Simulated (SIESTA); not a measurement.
**A self-consistent single point of VO2F (P2_1/c, 16 atoms in the cell) with SIESTA**

Method of the run: SIESTA with GGA PBEsol, numerical atomic orbitals DZP, PseudoDojo PBEsol standard norm-conserving potentials (rewritten from UPF to PSML).

This input was run:

```
# files in the folder: V.psml O.psml F.psml (PseudoDojo PBEsol standard)
SystemName  VO2F
SystemLabel siesta

NumberOfAtoms                16
NumberOfSpecies              3
%block ChemicalSpeciesLabel
  1 23 V
  2 8 O
  3 9 F
%endblock ChemicalSpeciesLabel
LatticeConstant              1.0 Bohr
%block LatticeVectors
    13.418869622    0.000000000    0.000000000
     0.000000000   10.059031059    0.000000000
    -1.723220466    0.000000000   10.718766574
%endblock LatticeVectors
AtomicCoordinatesFormat      Fractional
%block AtomicCoordinatesAndAtomicSpecies
     0.323080000    0.604100000    0.753810000  1
     0.676920000    0.395900000    0.246190000  1
     0.676920000    0.104100000    0.746190000  1
     0.323080000    0.895900000    0.253810000  1
     0.780990000    0.136950000    0.027740000  2
     0.219010000    0.863050000    0.972260000  2
     0.219010000    0.636950000    0.472260000  2
     0.780990000    0.363050000    0.527740000  2
     0.498150000    0.879240000    0.742440000  2
     0.501850000    0.120760000    0.257560000  2
     0.501850000    0.379240000    0.757560000  2
     0.498150000    0.620760000    0.242440000  2
     0.161580000    0.090380000    0.379230000  3
     0.838420000    0.909620000    0.620770000  3
     0.838420000    0.590380000    0.120770000  3
     0.161580000    0.409620000    0.879230000  3
%endblock AtomicCoordinatesAndAtomicSpecies

XC.functional                GGA
XC.authors                   PBEsol
PAO.BasisSize                DZP
PAO.EnergyShift              0.01 Ry
MeshCutoff                   400 Ry
%block kgrid.MonkhorstPack
    3   0   0  0.0
    0   3   0  0.0
    0   0   3  0.0
%endblock kgrid.MonkhorstPack
OccupationFunction           FD
ElectronicTemperature        10 K

MaxSCFIterations             150
SCF.Mixer.Method             Broyden
SCF.Mixer.Weight             0.2
SCF.Mixer.History            6
SCF.DM.Tolerance             1.0E-05
Diag.ParallelOverK           true
WriteForces                  true
Charge.Mulliken              end
```

Output, abridged:

```
reinit: Reading from file input.fdf

reinit: System Name: VO2F
reinit: System Label: siesta

coor:   Atomic-coordinates input format  =     Fractional

siesta: Atomic coordinates (Bohr) and species
siesta:      3.03639   6.07666   8.07991  1        1
siesta:      8.65926   3.98237   2.63885  1        2
siesta:      7.79765   1.04715   7.99824  1        3
siesta:      3.89800   9.01189   2.72053  1        4
siesta:     10.43220   1.37758   0.29734  2        5
siesta:      1.26345   8.68145  10.42143  2        6
siesta:      2.12506   6.40710   5.06204  2        7
siesta:      9.57059   3.65193   5.65672  2        8
siesta:      5.40522   8.84430   7.95804  2        9
siesta:      6.29043   1.21473   2.76073  2       10
siesta:      5.42882   3.81479   8.12011  2       11
siesta:      6.26683   6.24424   2.59866  2       12
siesta:      1.51472   0.90914   4.06488  3       13
siesta:     10.18093   9.14990   6.65389  3       14
siesta:     11.04254   5.93865   1.29451  3       15
siesta:      0.65311   4.12038   9.42426  3       16

siesta: System type = bulk

initatomlists: Number of atoms, orbitals, and projectors:     16   232   228

siesta: ******************** Simulation parameters ****************************
redata: Spin configuration                          = none
redata: Time-Reversal Symmetry                      = T
redata: Number of Atomic Species                    =        3
redata: Mesh Cutoff                                 =   400.0000 Ry
redata: Net charge of the system                    =     0.0000 |e|
redata: Min. number of SCF Iter                     =        0
redata: Max. number of SCF Iter                     =      150
redata: SCF convergence failure will abort job
redata: SCF mix quantity                            = Hamiltonian
redata: Mix DM or H after convergence               =   F
redata: Recompute H after scf cycle                 =   F
   [... lines left out ...]
diag: Parallel distribution                         =     1 x     1
diag: Used triangular part                          = Lower
diag: Absolute tolerance                            =  0.100E-15
diag: Orthogonalization factor                      =  0.100E-05
diag: Memory factor                                 =  1.0000

superc: Internal auxiliary supercell:     3 x     5 x     5  =      75
superc: Number of atoms, orbitals, and projectors:   1200  17400  17100

                        Single-point calculation

superc: Internal auxiliary supercell:     3 x     5 x     5  =      75
superc: Number of atoms, orbitals, and projectors:   1200  17400  17100

outcell: Unit cell vectors (Ang):
        7.100960    0.000000    0.000000
        0.000000    5.323010    0.000000
       -0.911889    0.000000    5.672127

outcell: Cell vector modules (Ang)   :    7.100960    5.323010    5.744960
outcell: Cell angles (23,13,12) (deg):     90.0000     99.1331     90.0000
outcell: Cell volume (Ang**3)        :    214.3978
new_DM -- step:     1
Initializing Density Matrix...

Attempting to read DM from file... Failed...
DM filled with atomic data:

InitMesh: MESH = 90 x 72 x 72 = 466560
InitMesh: Mesh cutoff (required, used) =   400.000   445.323 Ry

stepf: Fermi-Dirac step function
        iscf     Eharris(eV)        E_KS(eV)     FreeEng(eV)     dDmax    Ef(eV) dHmax(eV)
   scf:    1   -14037.155078   -14203.114376   -14203.114376  1.729748 -6.851611 25.489989
   scf:    2   -14301.535012   -14286.092363   -14286.092363  0.228753 -6.511854  3.047197
   scf:    3   -14287.309180   -14287.342215   -14287.342215  0.071674 -6.864042  1.530447
   scf:    4   -14287.655003   -14287.540692   -14287.540692  0.020723 -6.998877  0.565161
   scf:    5   -14287.724363   -14287.646045   -14287.646045  0.023797 -7.181676  0.242350
   scf:    6   -14287.663264   -14287.658086   -14287.658086  0.008694 -7.257492  0.088321
   scf:    7   -14287.543132   -14287.623299   -14287.623299  0.009352 -7.188303  0.515436
   scf:    8   -14287.665902   -14287.660935   -14287.660935  0.006808 -7.245727  0.006479
   scf:    9   -14287.660966   -14287.660951   -14287.660951  0.000328 -7.245024  0.005032
   scf:   10   -14287.660979   -14287.660966   -14287.660966  0.000444 -7.244175  0.002259
   scf:   11   -14287.660970   -14287.660968   -14287.660968  0.000212 -7.243674  0.000838
   scf:   12   -14287.660969   -14287.660968   -14287.660968  0.000044 -7.243556  0.000459
   scf:   13   -14287.660969   -14287.660968   -14287.660968  0.000012 -7.243493  0.000315
   scf:   14   -14287.660969   -14287.660968   -14287.660968  0.000009 -7.243447  0.000243
SCF Convergence by DM+H criterion
max |DM_out - DM_in|         :     0.0000085584
max |H_out - H_in|      (eV) :     0.0002426848
SCF cycle converged after 14 iterations

Using DM_out to compute the final energy and forces

siesta: E_KS(eV) =           -14287.6610

siesta: E_KS - E_eggbox =    -14287.6610

siesta: Atomic forces (eV/Ang):
     1   -0.260786   -0.779264   -0.702661
     2    0.260786    0.779264    0.702661
     3    0.260786   -0.779264    0.702661
     4   -0.260786    0.779264   -0.702661
     5   -0.515825    0.012039   -1.143757
     6    0.515825   -0.012039    1.143757
     7    0.515825    0.012039    1.143757
     8   -0.515825   -0.012039   -1.143757
     9    0.454509    0.461136    0.044638
    10   -0.454509   -0.461136   -0.044638
    11   -0.454509    0.461136   -0.044638
    12    0.454509   -0.461136    0.044638
    13    0.773933   -0.717539   -0.442297
    14   -0.773933    0.717539    0.442297
    15   -0.773933   -0.717539    0.442297
    16    0.773933    0.717539   -0.442297
   Tot   -0.000000    0.000000   -0.000000
   Max    1.143757
   Res    0.610606    sqrt( Sum f_i^2 / 3N )
   Max    1.143757    constrained

Stress tensor Voigt[x,y,z,yz,xz,xy] (kbar):      106.39      101.44      112.95        0.00       -6.08        0.00
(Free)E + p*V (eV/cell)   -14301.9694
Target enthalpy (eV/cell)   -14287.6610

siesta: Program's energy decomposition (eV):
siesta: Ebs     =     -3035.480517
siesta: Eions   =     21696.453572
siesta: Ena     =      3350.368158
siesta: Ekin    =      7369.789738
siesta: Enl     =      -759.674380
siesta: Eso     =         0.000000
siesta: Edftu   =         0.000000
siesta: DEna    =       137.313530
siesta: DUscf   =         6.741218
siesta: DUext   =         0.000000
siesta: Ex      =     -2513.216637
siesta: Ec      =      -182.529024
siesta: Exc     =     -2695.745661
siesta: Eharris =    -14287.660969
siesta: Etot    =    -14287.660968
siesta: FreeEng =    -14287.660968

siesta: Atomic forces (eV/Ang):
siesta:      1   -0.260786   -0.779264   -0.702661
siesta:      2    0.260786    0.779264    0.702661
siesta:      3    0.260786   -0.779264    0.702661
   [... lines left out ...]
siesta: Cell volume =        214.397785 Ang**3
siesta:        -106.92569854       -105.59395488  kBar
   [... lines left out ...]
              0.007   0.004   0.004   0.006   0.009

Species: F
Atom  Qatom  Qorb
               2s      2s      2py     2pz     2px     2py     2pz     2px
               3Pdxy   3Pdyz   3Pdz2   3Pdxz   3Pdx2-y2
  13  7.190   1.808   0.066   1.821   1.855   1.842  -0.068  -0.062  -0.086
              0.004   0.002   0.002   0.003   0.004
  14  7.190   1.808   0.066   1.821   1.855   1.842  -0.068  -0.062  -0.086
              0.004   0.002   0.002   0.003   0.004
  15  7.190   1.808   0.066   1.821   1.855   1.842  -0.068  -0.062  -0.086
              0.004   0.002   0.002   0.003   0.004
  16  7.190   1.808   0.066   1.821   1.855   1.842  -0.068  -0.062  -0.086
              0.004   0.002   0.002   0.003   0.004

mulliken: Qtot =      128.000

Mulliken Atomic Populations:
Atom #   charge [q] valence [e]  Species
     1     0.898925   12.101075  V
     2     0.898925   12.101075  V
     3     0.898925   12.101075  V
     4     0.898925   12.101075  V
     5    -0.303847    6.303847  O
     6    -0.303847    6.303847  O
     7    -0.303847    6.303847  O
     8    -0.303847    6.303847  O
     9    -0.404866    6.404866  O
    10    -0.404866    6.404866  O
    11    -0.404866    6.404866  O
    12    -0.404866    6.404866  O
    13    -0.190212    7.190212  F
    14    -0.190212    7.190212  F
    15    -0.190212    7.190212  F
    16    -0.190212    7.190212  F
 Total     0.000000
```

The run converged in 14 iterations.

The starting cell comes from a database of computed structures (which also holds hypothetical and non-ambient phases and stackings), without a prior relaxation at this level. Values carry the incompleteness of an atom-centred basis. With a pressure of about -11 GPa the cell is away from its equilibrium volume at this level. Forces in this geometry exceed 1 eV/Å.

Cost on one core of a shared machine: roughly 70 s.
